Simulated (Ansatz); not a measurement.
The reference is W in the bcc (W type) structure (space group Im-3m, No. 229; a = 3.169 Å; relaxed with 0.1 eV smearing).

Method: r2SCAN (Ansatz, a program for electronic structure; PAW; 500 eV plane waves; scalar-relativistic without spin-orbit coupling), earlier PAW set.

Before the change:

* **Pressure**: 0.0 GPa
* **Band gap**: zero

Modification: an isotropic linear strain of −0.74 %; the atoms relax in the strained cell.

### Question
How does this affect the pressure?

### Answer
The pressure goes from zero to 7.5 GPa.

### Question
What happens to the band gap?

### Answer
The band gap is still zero.

### Question
How does this affect the energy relative to the base?

### Answer
The energy goes up by 8.0 meV/atom.

No phonon test of stability was made. The final runs are not spin-polarised.
